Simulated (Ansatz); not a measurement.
# CaO under load (space group I4/mmm): band-edge transport data

Consider the following.

```
CELL_PARAMETERS angstrom
      0.00000     2.38862     2.35940
      2.38862     0.00000     2.35940
      2.38862     2.38862     0.00000
ATOMIC_POSITIONS crystal
  Ca 0.00000 0.00000 0.00000
  O  0.50000 0.50000 0.50000
```

The numbers are results of r2SCAN, rigid bands (plane waves, PAW, scalar-relativistic; Ansatz, a first-principles code), not measurements. Condition of this run: uniaxial stress along [001] of 2.2 GPa (compression positive) (the target of the relaxation). How the cell was made: cell and atoms relaxed with PBEsol, then loaded as said.

| Property | Value |
|---|---|
| band gap | 4.14 eV |
| electron conductivity mass (300 K, dilute) | 0.48 (x), 0.48 (y), 0.87 (z) mₑ |
| hole conductivity mass (300 K, dilute) | 1.90 (x), 1.90 (y), 0.78 (z) mₑ |
| effective density of states N_c (300 K) | 1.8e19 cm⁻³ |
| effective density of states N_v (300 K) | 8.2e19 cm⁻³ |
| density-of-states mass, electrons | 0.80 mₑ |
| density-of-states mass, holes | 2.2 mₑ |
| Seebeck coefficient, n-type 1e19 cm⁻³, 300 K | -314 μV/K |
| best n-type power factor at 300 K for τ = 10 fs (best axis; densities from 1e16 to 1e21 cm⁻³ tried, whether or not they can be reached) | 10.7 μW/(cm·K²) at 3e20 cm⁻³ |
| Seebeck coefficient, p-type 1e19 cm⁻³, 300 K | 443 μV/K |

Rigid bands; masses and Seebeck coefficients take one relaxation time τ for all states and one kind of carrier; polarons and phonon drag are left out. Spin-orbit coupling is left out; where it splits the top of the valence band, N_v and the p-type Seebeck coefficient come out somewhat high without it. Geometry: cell and atoms relaxed with PBEsol.
